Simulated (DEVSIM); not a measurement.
Structure: TaN/SiO2/n-Si capacitor, at 300 K.

```tsv
layer (left to right)	material	thickness (nm)	Nd (cm⁻³)
1	SiO2	4.60	-
2	Si	4400	1.7e16
```

Metal gate on the left, work function 4.4 eV. Fixed charge at the semiconductor interface 0 cm⁻² (in units of +e); no interface traps.

This is a model device: material constants are rounded textbook-type values typed into the input, and sizes, dopings and lifetimes were drawn at random. Values at 300 K.

```tsv
parameter	SiO2	Si
gap (eV)	9	1.124
affinity (eV)	0.9	4.05
permittivity	3.9	11.7
Nc (cm⁻³)	-	2.86e19
Nv (cm⁻³)	-	3.1e19
```

Simulated with DEVSIM: 1D Poisson equation in equilibrium, Boltzmann statistics, complete ionisation; no quantum confinement or tunnelling. Metal contacts follow the ideal Schottky-Mott rule: no Fermi-level pinning, no interface dipoles.

The substrate doping was swept, all else fixed.

| substrate doping (cm^-3) | minimum of the low-frequency capacitance (μF/cm²) | threshold voltage (band bending 2φF) (V) | flat-band voltage (V) |
|---|---|---|---|
| 8.5e14 | 0.0126 | -0.52 | 0.08 |
| 1.7e15 | 0.0174 | -0.54 | 0.10 |
| 3.4e15 | 0.0231 | -0.57 | 0.12 |
| 8.5e15 | 0.0342 | -0.62 | 0.14 |
| 1.7e16 | 0.0473 | -0.67 | 0.16 |
| 3.4e16 | … | … | 0.18 |

**Question.** Complete the blanks.

**Answer.** 
- 3.4e16, minimum of the low-frequency capacitance (μF/cm²): 0.0619
- 3.4e16, threshold voltage (band bending 2φF) (V): -0.72
